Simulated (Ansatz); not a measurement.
# Effective masses and thermopower of AlAs under load (space group I-4m2)

Here is the system:

```xyz
2
Lattice="0.0000 2.8248 2.8755 2.8248 0.0000 2.8755 2.8248 2.8248 0.0000" Properties=species:S:1:pos:R:3 pbc="T T T"
Al     0.0000     0.0000     0.0000
As     4.2372     4.2372     4.3133
```

All values below come from PBEsol with spin-orbit coupling, rigid bands (plane waves, PAW; Ansatz, a program for electronic structure). Condition of this run: uniaxial stress zz = -1 GPa (compression positive) (the target of the relaxation). How the cell was made: cell and atoms relaxed with PBEsol, then loaded as said.

- band gap: 1.20 eV
- electron conductivity mass (300 K, dilute): 0.39 (x), 0.39 (y), 0.26 (z) mₑ
- hole conductivity mass (300 K, dilute): 0.53 (x), 0.53 (y), 0.68 (z) mₑ
- effective density of states N_c (300 K): 1.2e19 cm⁻³
- effective density of states N_v (300 K): 1.1e19 cm⁻³
- density-of-states mass, electrons: 0.62 mₑ
- density-of-states mass, holes: 0.58 mₑ
- Seebeck coefficient, n-type 1e19 cm⁻³, 300 K: -240 μV/K
- best n-type power factor at 300 K for τ = 10 fs (best axis; densities from 1e16 to 1e21 cm⁻³ tried, whether or not they can be reached): 7.4 μW/(cm·K²) at 3e19 cm⁻³
- Seebeck coefficient, p-type 1e19 cm⁻³, 300 K: 290 μV/K

Rigid bands; masses and Seebeck coefficients take one relaxation time τ for all states and one kind of carrier; polarons and phonon drag are left out.
